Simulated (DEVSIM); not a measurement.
System: abrupt Si n-p junction, at 300 K.

Layer 1 from the left is Si, thickness (μm) 20.0, Nd (cm⁻³) 5.4e15, τn (s) 3e-5, τp (s) 3e-5. Layer 2 from the left is Si, thickness (μm) 0.160, Na (cm⁻³) 7.2e17, τn (s) 3e-5, τp (s) 3e-5.

Left contact: ohmic. Right contact: ohmic. Voltage is applied to the left contact. Recombination: SRH at mid-gap. Mobility is constant in doping.

Constants are typed, rounded textbook-type inputs, not results; the design itself was drawn at random and stands for no fabricated device. Values at 300 K.

Si: gap (eV) 1.124, affinity (eV) 4.05, permittivity 11.7, Nc (cm⁻³) 2.86e19, Nv (cm⁻³) 3.1e19, μn (cm²/Vs) 1417, μp (cm²/Vs) 470.

Model (solved in DEVSIM): 1D drift-diffusion, Boltzmann statistics, complete ionisation; no tunnelling, impact ionisation, image-force lowering or self-heating.

Problem. What does the simulation give for the dark forward voltage at 1 A/cm², the dark forward voltage at 100 A/cm², the potential step across the device at zero bias?

Solution. dark forward voltage at 1 A/cm² 0.602 V; dark forward voltage at 100 A/cm² 0.784 V; potential step across the device at zero bias 0.805 V.
